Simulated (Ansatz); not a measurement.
## Carrier properties of PbSe (Fm-3m)

Data:

```yaml
crystal:
  lattice:
    - [0.00000, 3.05080, 3.05080]
    - [3.05080, 0.00000, 3.05080]
    - [3.05080, 3.05080, 0.00000]
  atoms:
    - { symbol: Pb, position: [0.00000, 0.00000, 0.00000] }
    - { symbol: Se, position: [0.50000, 0.50000, 0.50000] }
```

All values below come from PBEsol with spin-orbit coupling, rigid bands (plane waves, PAW; Ansatz, a quantum-chemistry and plane-wave program). Condition of this run: spin-orbit coupling switched on. Geometry: cell and atoms relaxed with PBEsol.

```
Property                                                                                                                                                        Value
---------------------------------------------------------------------------------------------------------------------------------------  ----------------------------
band gap                                                                                                                                                      0.31 eV
electron conductivity mass (300 K, dilute)                                                                                                                    0.26 mₑ
hole conductivity mass (300 K, dilute)                                                                                                                        0.29 mₑ
effective density of states N_c (300 K)                                                                                                                   2.4e19 cm⁻³
effective density of states N_v (300 K)                                                                                                                   4.2e19 cm⁻³
density-of-states mass, electrons                                                                                                                             0.96 mₑ
density-of-states mass, holes                                                                                                                                 1.40 mₑ
Seebeck coefficient, n-type 1e19 cm⁻³, 300 K                                                                                                                -274 μV/K
best n-type power factor at 300 K for τ = 10 fs (best axis; densities from 1e16 to 1e21 cm⁻³ tried, whether or not they can be reached)  11.6 μW/(cm·K²) at 1e20 cm⁻³
Seebeck coefficient, p-type 1e19 cm⁻³, 300 K                                                                                                                 353 μV/K
best p-type power factor at 300 K for τ = 10 fs (best axis; densities from 1e16 to 1e21 cm⁻³ tried, whether or not they can be reached)    61 μW/(cm·K²) at 3e20 cm⁻³
```

Rigid bands; masses and Seebeck coefficients take one relaxation time τ for all states and one kind of carrier; polarons and phonon drag are left out. With spin-orbit coupling this level can invert the band order at L, and then gap and masses differ in kind from the real crystal's.
